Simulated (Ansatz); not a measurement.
Consider Bi2Se3 in the Bi2Te3 type structure (space group R-3m, No. 166).

```
Bi2Se3
1.0
    2.07239     1.19650     9.75607
   -2.07239     1.19650     9.75607
    0.00000    -2.39299     9.75607
Bi Se
2 3
Direct
  0.39938   0.39938   0.39938
  0.60062   0.60062   0.60062
  0.00000   0.00000   0.00000
  0.21422   0.21422   0.21422
  0.78578   0.78578   0.78578
```

Cartesian axes are those of the cell as printed.

Calculations: r2SCAN+rVV10, PAW, 500 eV (Ansatz, a program for electronic structure; no SOC), earlier PAW set.

The change: every lattice vector is stretched by 1.55 %, atoms relaxed at fixed cell.

Task: Predict the stress tensor and what it implies for the stiffness.

Result: Stress of the strained cell less that of the base (GPa, compression positive):
```
  -1.77    0.00    0.00
   0.00   -1.77    0.00
   0.00    0.00   -0.87
```

Then B = −ΔP/(ΔV/V₀) with ΔV/V₀ = 0.0472 gives secant stiffness values (nonlinear terms included at this strain): B (at held cell shape, above the free-shape value) ≈ 31 GPa.

As a check, the harmonic strain energy −½ V₀ Δσ:ε is 6.2 meV/atom; the computed energy rise is 6.7 meV/atom.

No phonon test of stability was made.
